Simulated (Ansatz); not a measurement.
# GeSe (Fm-3m, No. 225, 2 atoms in the cell; start mp-10759; a measured phase of this formula has another space group)

Computed with HSE06+SOC in Ansatz (plane waves, PAW).

Run with plane-wave cutoff 460 eV, 8×8×8 k mesh, Fermi–Dirac smearing 0.01 eV, PAW data made under PBE.

Cell (relaxed with PBEsol):

```
GeSe
1.0
    0.00000     2.78046     2.78046
    2.78046     0.00000     2.78046
    2.78046     2.78046     0.00000
Ge Se
1 1
Direct
  0.00000   0.00000   0.00000
  0.50000   0.50000   0.50000
```

For GeSe (Fm-3m, No. 225, 2 atoms in the cell; start mp-10759; a measured phase of this formula has another space group), the band gap comes out as 0.00 eV (under three smearing widths, so not firm). The direct gap at Γ is 7.28 eV.

Note: cell and atoms aren't relaxed at this level (pressure 2.0 GPa).

The computed numbers hold no vibrational or temperature effects.

It cost roughly 30 core-minutes of CPU time.

A start named mp-… is a Materials Project structure, which need not be a measured phase.

Ansatz is an electronic-structure program.
